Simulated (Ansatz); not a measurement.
**Convergence test for Ca2Ti9O13 (C2/m, 24 atoms in the cell)**

```xyz
24
Lattice="4.9748 -1.5242 0.0000 4.9748 1.5242 0.0000 -2.6751 0.0000 16.5020" Properties=species:S:1:pos:R:3 pbc="T T T"
Ca     1.5240     0.0000     3.7720
Ca     5.7505     0.0000    12.7299
Ti     3.6373     0.0000     8.2510
Ti     6.4436     0.0000     0.5852
Ti     0.8309     0.0000    15.9168
Ti     6.4360     0.0000     7.0373
Ti     0.8385     0.0000     9.4647
Ti     8.9453     0.0000     1.8948
Ti    -1.6707     0.0000    14.6072
Ti     8.9410     0.0000     5.6217
Ti    -1.6664     0.0000    10.8802
O      0.0000     0.0000     0.0000
O      8.2866     0.0000     3.7997
O     -1.0121     0.0000    12.7022
O      2.6061     0.0000     1.4367
O      4.6684     0.0000    15.0653
O      5.3293     0.0000     2.3335
O      1.9452     0.0000    14.1684
O      5.3574     0.0000     5.2514
O      1.9172     0.0000    11.2505
O      2.6576     0.0000     6.2356
O      4.6169     0.0000    10.2664
O     -0.0082     0.0000     7.4691
O      7.2827     0.0000     9.0328
```

Method: r2SCAN, default PAW files made with PBE (plane waves; Ansatz, a program for electronic structure).

The starting cell comes from a database of computed structures (which also holds hypothetical and non-ambient phases and stackings), without a prior relaxation at this level. Spin polarisation is off, so a magnetic state, if there is one, cannot be reached. In the base run, with a pressure of about -5 GPa the cell is away from its equilibrium volume at this level. Ansatz's pressure includes its estimate of the finite-basis (Pulay) stress. Without a gap this mesh is coarse (it stands for a supercell whose shortest vector is 17 Å).

Held fixed: basis.ecutwfc = 500 eV; kpoints.mp_grid.grid = 6 6 1; hamiltonian.xc = r2scan; hamiltonian.pseudopotentials = {kind: paw} (the program's default PAW files); scf.occupations.method = fermi_dirac; scf.occupations.width = 0.1 eV.

ΔF is the free energy per atom less that of the last row (8).

| basis.ecutrho_ratio | ΔF (meV/atom) | pressure (GPa) | largest force (eV/Å) |
|---|---|---|---|
| 2 | 0.48 | -5.28 | 0.290 |
| 3 | 0.00 | -5.31 | 0.290 |
| 4 | 0.00 | -5.31 | 0.290 |
| 5 | 0.00 | -5.31 | 0.290 |
| 6 | 0.00 | -5.31 | 0.290 |
| 8 | 0.00 | -5.31 | 0.290 |

Pressure within 1 GPa of the last row: from basis.ecutrho_ratio = 2 on, the coarsest one. The value it settles on is -5.3 GPa at this level of theory and with the other settings as held.

Energy within 2 meV/atom of the last row: from basis.ecutrho_ratio = 2 on, the coarsest one.

Left out of this page: 3 runs of the series stopped by limits of time or memory.

Keys are those of Ansatz 0.2.
